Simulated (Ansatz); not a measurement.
System: Zr3N4 (model structure, started from the spinel Zr type, Fd-3m, No. 227, 14 atoms in the cell). Method: HSE06 in Ansatz (plane waves, PAW).

The input as run:

Ansatz 0.2 input:
```yaml
crystal:
  lattice:
    - [0.0, 4.5414416019, 4.5414416019]
    - [4.5414416019, 0.0, 4.5414416019]
    - [4.5414416019, 4.5414416019, 0.0]
  atoms:
    - { symbol: Zr, position: [0.625, 0.625, 0.625] }
    - { symbol: Zr, position: [0.125, 0.625, 0.625] }
    - { symbol: Zr, position: [0.625, 0.125, 0.625] }
    - { symbol: Zr, position: [0.625, 0.625, 0.125] }
    - { symbol: Zr, position: [0.25, 0.25, 0.25] }
    - { symbol: Zr, position: [0.0, 0.0, 0.0] }
    - { symbol: N, position: [0.867061092, 0.867061092, 0.867061092] }
    - { symbol: N, position: [0.398816724, 0.867061092, 0.867061092] }
    - { symbol: N, position: [0.867061092, 0.398816724, 0.867061092] }
    - { symbol: N, position: [0.867061092, 0.867061092, 0.398816724] }
    - { symbol: N, position: [0.382938908, 0.382938908, 0.382938908] }
    - { symbol: N, position: [0.851183276, 0.382938908, 0.382938908] }
    - { symbol: N, position: [0.382938908, 0.851183276, 0.382938908] }
    - { symbol: N, position: [0.382938908, 0.382938908, 0.851183276] }
basis:
  ecutwfc: 460
  ecutrho_ratio: 4
  xc_grid: 2
kpoints:
  mp_grid: { grid: [4, 4, 4] }
hamiltonian:
  xc: hse06
  dispersion: none
  pseudopotentials: { kind: paw }
scf:
  occupations: { method: fermi_dirac, width: 0.01 }
  convergence: { dr2_threshold: 0.0000000014 }
output:
  forces: true
  stress: true
  eigenvalues: true
```

Excerpt of the program's output:

```
WARN output.stress: scf.exx.energy_threshold = 1e-6 eV is looser than the 1.4e-7 eV advised for a stress under a hybrid functional (1e-8 eV for each atom of …
Crystal: 14 atoms, lattice volume = 187.332 Å³
Basis set: ecut = 460 eV, 4279 PW (Γ), exchange–correlation on 90×90×90 points (8 copies of the dense FFT grid, shifted against one another)
Bands: 70, of which v1, the nominal top of the filled ones, is band 56 counted from 1 (55 counted from 0)
Symmetry: 48 space group operations
Space group: Fd-3m (ITA 227), of the structure as read, at distance tolerance 5.7e-5 Å
k-points: 8 of 64
SCF iter   1: F=—  HF=-28196.041245 eV  |F-HF|=—  |Δ(HF+E_count)|=         —  Δρ=5.29e-3  dr2=7.76e-2
SCF iter   2: F=—  HF=-28196.029061 eV  |F-HF|=—  |Δ(HF+E_count)|=   1.22e-2  Δρ=1.18e-3  dr2=1.32e-3
  ...
Crystal: 14 atoms, lattice volume = 187.332 Å³
Initial density: handed on by an earlier stage of this run
Crystal: 14 atoms, lattice volume = 187.332 Å³
SCF iter   4: F=—  HF=-28209.989505 eV  |F-HF|=—  |Δ(HF+E_count)|=   1.98e-8  Δρ=4.72e-7  dr2=5.65e-9
SCF iter   5: F=-28209.989505 eV  HF=-28209.989505 eV  |F-HF|=3.93e-10  |Δ(HF+E_count)|=   4.84e-8  Δρ=6.40e-7  dr2=1.04e-9
SCF 3 converged in 5 iterations: F = -28209.989505 eV  dr2 = 1.04e-9
Free energy (F): -28209.989505 eV
Internal energy: -28209.989505 eV  (E = F + TS)
E sigma→0 (E₀):  -28209.989505 eV
Fermi energy:    12.268842 eV
--- Stress (GPa, compression-positive) ---
        1.538436       0.000000       0.000000
        0.000000       1.538436       0.000000
        0.000000       0.000000       1.538436
  P = ⅓ Tr σ = 1.5384 GPa (15.384 kbar)
```

The PAW data were made under PBE.

Note: the relaxation could raise the start's symmetry but not lower it, so the cell can be a saddle point. Note: cell and atoms aren't relaxed at this level (pressure 1.5 GPa).

It cost roughly 2.6 core-minutes of CPU time.

A model structure was made by putting elements into a prototype or built by hand; it is no filed structure, need not be a known phase, and can be a saddle point held by its symmetry.

Ansatz is an electronic-structure program.
